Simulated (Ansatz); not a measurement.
```
CELL_PARAMETERS angstrom
      0.00000     2.51662     2.51662
      2.51662     0.00000     2.51662
      2.51662     2.51662     0.00000
ATOMIC_POSITIONS crystal
  Se 0.75000 0.75000 0.75000
  Be 0.00000 0.00000 0.00000
```

A single point on BeSe with a change (pressure 5 GPa), its geometry relaxed with PBEsol.

Level of theory: HSE06 (Ansatz, a quantum-chemistry and plane-wave program, PAW, with spin-orbit coupling). k-mesh 8×8×8 (Γ-centred); smearing 0.01 eV (Fermi–Dirac).

### Question
Predict the valence-band top at Γ and band gap.

### Answer
The valence-band top at Γ (three highest Kramers pairs, from the VBM) is 0.00, 0.00, -0.48 eV and the band gap is 3.15 eV.

Single points use the geometry relaxed with PBEsol. The hybrid gap comes from the SCF mesh plus the semilocal run's edge points and a few special points and is an upper bound. Load acts through the strain it causes; cell and atoms are relaxed under it. Whether these cells are dynamically stable was not tested. No other phases were tried under pressure. The cell was made from BeSe in the zinc blende structure (space group F-43m, No. 216) by this change: pressure 5 GPa.
